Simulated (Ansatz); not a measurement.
Ansatz (a first-principles code) run on Zr3Sn (Pm-3n, 8 atoms in the cell): zone-centre phonon calculation.

Level of theory: LDA (PW92), PAW files made with PBE (plane waves; Ansatz).

```
CELL_PARAMETERS angstrom
      5.57671     0.00000     0.00000
      0.00000     5.57671     0.00000
      0.00000     0.00000     5.57671
ATOMIC_POSITIONS crystal
  Zr 0.50000 0.25000 0.00000
  Zr 0.50000 0.75000 0.00000
  Zr 0.25000 0.00000 0.50000
  Zr 0.75000 0.00000 0.50000
  Zr 0.00000 0.50000 0.25000
  Zr 0.00000 0.50000 0.75000
  Sn 0.50000 0.50000 0.50000
  Sn 0.00000 0.00000 0.00000
```

Reference input (self-consistent single point, DFT, LDA (PW92), plane waves, PAW files made with PBE): kpoints.mp_grid.grid = 5 5 5; hamiltonian.xc = lda; hamiltonian.pseudopotentials = {kind: paw} (the program's default PAW files); scf.occupations.method = fermi_dirac; scf.occupations.width = 0.0073 Ry. This run's input differs from it in these lines:

```diff
@@ -22,6 +22,4 @@
   occupations: { method: fermi_dirac, width: 0.0073 Ry }
-output:
-  forces: true
-  eigenvalues: true
-  stress: true
+phonons:
+  method: dfpt
```

Log, with long lists cut:

```
SCF iter   1: F=—  HF=-36231.119766 eV  |F-HF|=—  |Δ(HF+E_count)|=         —  Δρ=4.89e-2  dr2=9.58e0  ethr=3.10e-3  ⟨swp⟩=7.3  Hψ=6448  notcnv=0
all-band conjugate gradients solve this SCF's bands
preconditioner: auto → Kerker (q_TF=auto, 2.489 Å⁻¹)
SCF iter   2: F=—  HF=-36228.743929 eV  |F-HF|=—  |Δ(HF+E_count)|=    2.38e0  Δρ=2.60e-2  dr2=2.93e0  ethr=3.10e-3  ⟨swp⟩=3.7  Hψ=2995  notcnv=0  defer=1
   [... lines left out ...]
SCF iter   7: F=—  HF=-36227.704168 eV  |F-HF|=—  |Δ(HF+E_count)|=   1.26e-6  Δρ=9.08e-6  dr2=1.42e-7  ethr=3.06e-9  ⟨swp⟩=2.6  Hψ=3209  notcnv=0  defer=1
SCF iter   8: F=—  HF=-36227.704168 eV  |F-HF|=—  |Δ(HF+E_count)|=   5.95e-8  Δρ=1.27e-6  dr2=3.19e-9  ethr=1.42e-10  ⟨swp⟩=2.7  Hψ=3392  notcnv=0  defer=1
SCF iter   9: F=—  HF=-36227.704168 eV  |F-HF|=—  |Δ(HF+E_count)|=  6.69e-10  Δρ=2.69e-7  dr2=8.84e-11  ethr=3.19e-12  ⟨swp⟩=2.1  Hψ=2098  notcnv=0  defer=1
SCF iter  10: F=-36227.704168 eV  HF=-36227.704168 eV  |F-HF|=1.46e-11  |Δ(HF+E_count)|=  7.28e-12  Δρ=3.52e-8  dr2=1.41e-12  ethr=1.00e-12  ⟨swp⟩=10.1  Hψ=8171  notcnv=0
SCF 1 converged in 10 iterations: F = -36227.704168 eV  dr2 = 1.41e-12
DFPT response loops at Γ: preconditioner auto → Kerker (q_TF=auto, 2.489 Å⁻¹) (partly filled bands, converged f_vac=0.000) …
Free energy (F): -36227.704168 eV
Internal energy: -36227.371189 eV  (E = F + TS)
E sigma→0 (E₀):  -36227.537678 eV
Entropy (-TS):   -0.332979 eV (-41.622 meV/atom)
Fermi energy:    14.523317 eV
--- Phonons (Γ-DFPT): 3 representative perturbations + reference, on 27 of 125 k-points (Σ response iterations 9) ---
  k mesh reduced under 4 symmetry operations, with k and −k counted as one. Each operation leaves every solved displacement unchanged or reverses it
  ASR residual: 1.898e-4 → 0.000e0 eV/Å²; symmetrization residual: 1.119e-5 eV/Å²
  ASR residual per site (eV/Å²): 1.90e-4 1.90e-4 1.90e-4 1.90e-4 1.90e-4 1.90e-4 6.23e-5 6.23e-5
  Γ frequencies (cm⁻¹): 0.00 0.00 0.00 89.84 89.84 89.84 113.59 113.59 113.59 120.24 120.24 120.24 129.99 129.99 129.99 158.15 158.15 158.15 158.20 158.20 158.20 217.78 217.78 225.26
  non-analytic LO–TO correction: not included (Born effective charges unavailable; polar crystals: no LO–TO splitting at Γ)
```

The run converged in 10 iterations. 

Summary of the result:
| Item | Result |
|---|---|
| Free energy E − TS (on the zero of these files) | -36227.7042 eV |
| Fermi level (on the code's own zero) | 14.52 eV |
| Zone-centre frequencies (cm⁻¹; negative means imaginary) | 0, 0, 0, 90, 90, 90, 114, 114, 114, 120, 120, 120, 130, 130, 130, 158, 158, 158, 158, 158, 158, 218, 218, 225 |

The starting cell comes from a database of computed structures (which also holds hypothetical and non-ambient phases and stackings), without a prior relaxation at this level. Its lattice was rescaled by a random factor within 2.5 % of one.

Cost on one core of a shared machine: roughly 3 min.

Keys are those of Ansatz 0.2.
